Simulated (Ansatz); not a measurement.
The parent structure is CaO in the rock salt structure (space group Fm-3m, No. 225; a = 4.831 Å).

Now apply this change: the cell is scaled by 1.0150 in all directions; the atoms relax in the strained cell.

All numbers come from PBE (Ansatz, a program for electronic structure, PAW, no spin-orbit coupling).

Base, band edges from the VBM (valence, conduction): X -0.38, 3.66; W -1.05, 6.27; L -1.16, 6.99; Γ 0.00, 4.61; K -0.77, 5.12; U -0.77, 5.12 eV.

Give the band edges at the high-symmetry points of the new zone, measured from its valence-band maximum.


| point | valence edge (eV) | conduction edge (eV) |
|---|---|---|
| Γ | 0.00 | 4.26 |
| X | -0.38 | 3.66 |
| U | -0.73 | 5.04 |
| K | -0.73 | 5.04 |
| L | -1.08 | 6.78 |
| W | -1.05 | 6.13 |

The gap is 3.66 eV, indirect, Γ → X.

Whether these cells are dynamically stable was not tested.
